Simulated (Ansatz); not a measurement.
Base system: Ru in the hcp (Mg type) structure (space group P6_3/mmc, No. 194; a = 2.7055 Å, c = 4.2651 Å; relaxed with 0.1 eV smearing). Axes: x lies along a and z along c of the hexagonal cell.

Calculations: r2SCAN, PAW, 500 eV (Ansatz, a quantum-chemistry and plane-wave program; without spin-orbit coupling), earlier PAW set.

For the base:

The pressure is 0.0 GPa.

Perturbation: the cell is stretched by 5.75 % along x with no lateral relaxation; the atoms relax in the strained cell.

Q: How does this affect the pressure and energy relative to the base?

A: The pressure (mean of the normal stresses, compression positive) goes from zero to -15.3 GPa; the energy rises by 71 meV/atom.

No phonon test of stability was made. All final runs are without spin polarisation.
